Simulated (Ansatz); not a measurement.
K2PtBr6 (Fm-3m, No. 225, 9 atoms in the cell; start COD 5910135) was calculated with PBEsol (plane waves, PAW; Ansatz, an electronic-structure program).

Settings: plane-wave cutoff 520 eV, 6×6×6 k mesh, Fermi–Dirac smearing 0.01 eV, scalar-relativistic PAW data made under PBE.

Cell (relaxed at this level):

K2PtBr6 has the cubic space group Fm-3m (No. 225), Pearson symbol cF36. Lattice parameters: a = 10.2493 Å, b = 10.2493 Å, c = 10.2493 Å, α = 90.00°, β = 90.00°, γ = 90.00°. Pt on 4a is coordinated by 6 Br at 2.468 Å (octahedral). Br on 24e is surrounded by 1 Pt at 2.468 Å and 4 K at 3.625 Å (square pyramidal). K on 8c is surrounded by 12 Br at 3.625 Å (cuboctahedral). (Neighbours: up to the widest gap in distance over summed covalent radii, below 1.35, at either atom; cation-cation and far metal-metal contacts left out.)
(The calculation used a cell of 9 atoms; values per cell refer to that cell.)

### Question
Predict the band gap, smallest direct gap on the k points sampled and Γ–Γ gap.

### Answer

band gap: 0.99 eV
smallest direct gap on the k points sampled: 1.01 eV
Γ–Γ gap: 2.35 eV

Note: the relaxation could not lower the start's symmetry, so a distorted cell can lie lower.

Spin–orbit coupling is not included; with these elements it can move the gap by several tenths of an eV or more.

The computed numbers hold no vibrational or temperature effects.

It cost around 50 core-seconds (rough) of CPU time.
